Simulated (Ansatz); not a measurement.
## Eu in the bcc (W type) structure (space group Im-3m, No. 229; ferromagnetic)

Space group Im-3m (No. 229); a = 4.384 Å, b = 4.384 Å, c = 4.384 Å, α = 90.00°, β = 90.00°, γ = 90.00°

```
atom  site  symmetry       x       y       z
----  ----  --------  ------  ------  ------
Eu      2a      m-3m  0.0000  0.0000  0.0000
```
(The calculation used a cell of 1 atom; values per cell refer to that cell.)

Calculations: plane-wave PAW DFT at the PBE level (Ansatz, an electronic-structure program, 420 eV), no spin-orbit coupling. Γ-centred 15×15×15 mesh, Fermi–Dirac width 0.05 eV.

The volume per atom comes out as 42.13 Å³ and the density is 5.99 g/cm³. The band gap is zero, the magnetic state is ferromagnetic and the total energy is -8766.469 eV/atom (σ→0; compares only within this code and set-up).

The magnetic state is the one reached from the starting moments; the real material's order can differ, and small cells can't hold many antiferromagnetic ones. The state of the 4f shell was not checked for lower solutions. No phonon test of stability was made.
